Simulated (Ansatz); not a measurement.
**What uniaxial strain ε_xx = +1.03 % does to hypothetical ReO3 type InCl3**

Take InCl$_{3}$ in the ReO3 type structure (space group Pm-3m, No. 221; a = 5.0283 Å; a hypothetical phase, not in the database extracts checked; relaxed with 0.1 eV smearing) as the base. Axes: x, y, z lie along the cube axes.

Modification: the cell is stretched by 1.03 % along x with no lateral relaxation, atoms relaxed at fixed cell.

Method: PBEsol (Ansatz, a quantum-chemistry and plane-wave program; PAW; 420 eV plane waves; scalar-relativistic without spin-orbit coupling). Settings: 12×12×12 k-points, 0.1 eV Fermi–Dirac smearing.

| quantity | base | changed | shift |
|---|---|---|---|
| volume per atom | 31.78 Å³ | 32.11 Å³ | +0.33 Å³ |
| shortest interatomic distance | 2.514 Å | 2.514 Å | 0.000 Å |
| energy relative to the base (free energy F) | 0 meV/atom | +1.0 meV/atom | +1.0 meV/atom |
| pressure (mean of the normal stresses, compression positive) | 0.0 GPa | -0.4 GPa | -0.4 GPa |
| band gap | zero | zero | – |
| stress (xx, yy, zz, yz, xz, xy; compression positive) | – | (-1.0, -0.1, -0.1, 0.0, 0.0, 0.0) GPa | – |

Final structure:

```yaml
crystal:
  lattice:
    - [5.08014, 0.00000, 0.00000]
    - [0.00000, 5.02835, 0.00000]
    - [0.00000, 0.00000, 5.02835]
  atoms:
    - { symbol: In, position: [0.00000, 0.00000, 0.00000] }
    - { symbol: Cl, position: [0.50000, 0.00000, 0.00000] }
    - { symbol: Cl, position: [0.00000, 0.00000, 0.50000] }
    - { symbol: Cl, position: [0.00000, 0.50000, 0.00000] }
```

Stability against distortions was not tested. All final runs are without spin polarisation. A zero or small gap of InCl3 can be the functional's error rather than a property of the material.
